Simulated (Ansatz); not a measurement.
# CoSi2: pressure series

The parent structure is CoSi₂ (space group Fm-3m, No. 225; non-magnetic).

CoSi$_{2}$ is taken in the cubic space group Fm-3m (No. 225), Pearson symbol cF12. Lattice parameters: a = 5.3149 Å, b = 5.3149 Å, c = 5.3149 Å, α = 90.00°, β = 90.00°, γ = 90.00°. Co on 4a has 8 Si at 2.301 Å (cubic). Si on 8c sees 4 Co at 2.301 Å and 6 Si at 2.657 Å. (Neighbours: up to the widest gap in distance over summed covalent radii, below 1.35, at either atom; cation-cation and far metal-metal contacts left out.)
(The calculation used a cell of 3 atoms; values per cell refer to that cell.)

Cell and atoms are relaxed at each pressure.

Level of theory: r2SCAN (Ansatz, an electronic-structure program; PAW; 500 eV plane waves; no spin-orbit coupling).

| pressure (GPa) | volume per atom (Å³/atom) |
|---|---|
| -2 | 12.642 |
| -1 | 12.575 |
| 0 | 12.511 |
| 1.8 | ? |
| 4.2 | 12.258 |
| 9 | 12.001 |
| 18 | 11.584 |
| 30 | 11.125 |
| 45 | 10.656 |

Problem. Fit the third-order Birch–Murnaghan form P(V) = (3B₀/2)[(V₀/V)^(7/3) − (V₀/V)^(5/3)]·[1 + (3/4)(B₀′ − 4)((V₀/V)^(2/3) − 1)] (squares taken in P) to the rows shown and predict the withheld row.

Solution. Least squares on the printed values gives V₀ = 12.511 Å³/atom, B₀ = 198 GPa, B₀′ = 4.3; this predicts 12.400 Å³/atom, and the run gives 12.399 Å³/atom, in agreement.

Load acts through the strain it causes; cell and atoms are relaxed under it. No phonon test of stability was made. No other phases were tried under pressure. Seeded moments were not kept for the base. All final runs are without spin polarisation. An odd electron count without spin: CoSi2.
